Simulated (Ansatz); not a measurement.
The parent structure is WS₂ (space group P6_3/mmc, No. 194; a = 3.115 Å, c = 11.772 Å; layered, stacked along the Cartesian z axis). Axes: x lies along a and z along c of the hexagonal cell.

Level of theory: plane-wave PAW DFT at the PBEsol-D3(BJ) level (Ansatz, an electronic-structure program, 420 eV), without spin-orbit coupling.

Strains are applied to the cell and any free atomic positions relax.

One change was made to it. Results:

The smallest direct gap decreases by 0.06 eV to 1.86 eV; the valence-band top at Γ (three highest levels, from the VBM) becomes 0.00, -1.05, -1.73 eV (base: 0.00, -1.26, -1.60 eV); the shortest interatomic distance drops by 0.005 Å (2.389 Å → 2.384 Å); the band gap falls by 0.19 eV to 0.46 eV.

Question: Which of these changes matches the shifts?
(A) uniaxial strain ε_zz = −1.20 %
(B) uniaxial strain ε_zz = −1.80 %
(C) uniaxial strain ε_zz = −3.00 %
(D) uniaxial strain ε_zz = −0.60 %

Answer: C, uniaxial strain ε_zz = −3.00 %. For comparison, the band gap in the other runs: uniaxial strain ε_zz = −0.60 % gives 0.62 eV; uniaxial strain ε_zz = −1.80 % gives 0.54 eV; uniaxial strain ε_zz = −1.20 % gives 0.58 eV.

With W present, leaving out spin-orbit coupling can change the band edges. No phonon test of stability was made.
